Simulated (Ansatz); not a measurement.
SmSi2 (I4₁/amd, No. 141; cell taken from a computed entry) was calculated with LDA (Ansatz, a program for electronic structure, PAW).

Settings: plane-wave cutoff 500 eV, 14×14×14 k mesh, Fermi–Dirac smearing 0.05 eV, spin-polarised start, scalar-relativistic PAW data made under PBE.

Computed at the level's own relaxed cell.

Task: Give the computed volume per atom, lattice constant a and lattice parameter c.

Result: 
- volume per atom: 18.85 Å³/atom
- lattice constant a: 4.067 Å
- lattice parameter c: 13.673 Å

The run finds no gap.

Note: the magnetic order was assumed, not searched for or taken from measurement; the relaxation could not lower the start's symmetry, so the cell can be a saddle point above a distorted one; the 4f shell is treated without U or exact exchange, so its levels and filling can be wrong.

Spin–orbit coupling is not included.

Computing time: roughly 20 core-minutes.
